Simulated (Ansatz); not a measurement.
How the smallest direct gap on the k points sampled of BaH₂ (P6₃/mmc, No. 194; start mp-1182102; another space group than a measured phase of this formula) moves with the method

No measured value is used here.

```tsv
level (code)	value (eV)
LDA (Ansatz)	2.54
PBEsol+SOC (Ansatz)	2.60
r²SCAN+SOC (Ansatz)	3.27
HSE06+SOC (Ansatz)	3.66
PBE0 (Ansatz)	4.36
r²SCAN0 (Ansatz)	4.70
```

Computed values are for a static lattice. Spin–orbit coupling is included only where a level's name says +SOC; with heavier elements it mostly lowers gaps and can invert bands.  Values are at the PBEsol cell. Cutoffs and k meshes differ between the levels. Ansatz's density-functional and Hartree–Fock values are scalar-relativistic unless marked +SOC, with PAW data made under PBE.

A start named mp-… is a Materials Project structure, which can be a computed phase never made.

Ansatz is a first-principles code.
